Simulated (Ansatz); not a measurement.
The starting structures come from a database of crystals and need not be the phases stable at ambient conditions.

**Evanescent states of SrPdF₄ (I4/mcm, 12 atoms a cell, 15.1 Å³ an atom) along the normal of (100)**

These are PBEsol (plane waves, PAW; Ansatz, a program for electronic structure) values and carry that method's errors.

The gap is the functional's own. No spin-orbit coupling. Mid-gap values are those at the computed energy nearest the middle.

Energies count from the valence-band top; κ is the least over a 6×4 mesh across the current.

```csv
E (eV),κ (1/Å),where
0.04,0.195,off Γ
0.10,0.329,off Γ
0.17,0.416,off Γ
0.24,0.485,off Γ
0.32,(withheld),Γ
0.39,(withheld),Γ
0.46,(withheld),off Γ
0.53,(withheld),off Γ
0.59,(withheld),off Γ
0.67,(withheld),off Γ
0.73,(withheld),off Γ
0.81,(withheld),off Γ
0.88,(withheld),off Γ
0.94,0.382,off Γ
1.01,0.329,off Γ
1.08,0.261,off Γ
1.16,0.156,off Γ
```

Task: What belongs in the gaps?

Result: 
- 0.32, κ (1/Å): 0.539
- 0.39, κ (1/Å): 0.581
- 0.46, κ (1/Å): 0.592
- 0.53, κ (1/Å): 0.570
- 0.59, κ (1/Å): 0.547
- 0.67, κ (1/Å): 0.521
- 0.73, κ (1/Å): 0.493
- 0.81, κ (1/Å): 0.461
- 0.88, κ (1/Å): 0.424
